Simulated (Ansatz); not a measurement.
**A computed series for hypothetical rock salt SbN: thickness series**

Take SbN in the rock salt structure (space group Fm-3m, No. 225; a hypothetical phase, not in the database extracts checked) as the base.

```
SbN
1.0
    0.00000     2.46173     2.46173
    2.46173     0.00000     2.46173
    2.46173     2.46173     0.00000
N Sb
1 1
Cartesian
  0.00000   0.00000   0.00000
  2.46173   2.46173   2.46173
```

Cartesian axes are those of the cell as printed.

Free-standing slabs (2 atom(s) a layer) normal to the z axis with 15 Å of vacuum; in-plane cell held at bulk.

Computed with PBEsol (Ansatz, a program for electronic structure; PAW; 420 eV plane waves; no spin-orbit coupling).

Notes on the quantities. layer's space group: with vacuum.

| change | layer's space group | thickness between the outermost nuclei | band gap | shortest interatomic distance |
|---|---|---|---|---|
| base | – | – | zero | 2.462 Å |
| 1 layer | P4/mmm (No. 123) | – | zero | 2.462 Å |
| 2 layers | P4/nmm (No. 129) | 2.46 Å | 1.13 eV | 2.064 Å |
| 3 layers | P4/mmm (No. 123) | 4.93 Å | zero | 2.199 Å |
| 4 layers | P4/nmm (No. 129) | 8.31 Å | 1.02 eV | 2.064 Å |
| 5 layers | P4/mmm (No. 123) | 11.78 Å | zero | 2.075 Å |
| 6 layers | P4/nmm (No. 129) | 14.16 Å | 0.96 eV | 2.064 Å |
| 7 layers | P4/mmm (No. 123) | 16.64 Å | zero | 2.070 Å |

With Sb present, leaving out spin-orbit coupling can change the band edges. Whether these cells are dynamically stable was not tested. All final runs are without spin polarisation. SbN has a high density of states at the Fermi level and may be magnetic at this level. The zero or small gap of SbN can change with the level of theory.
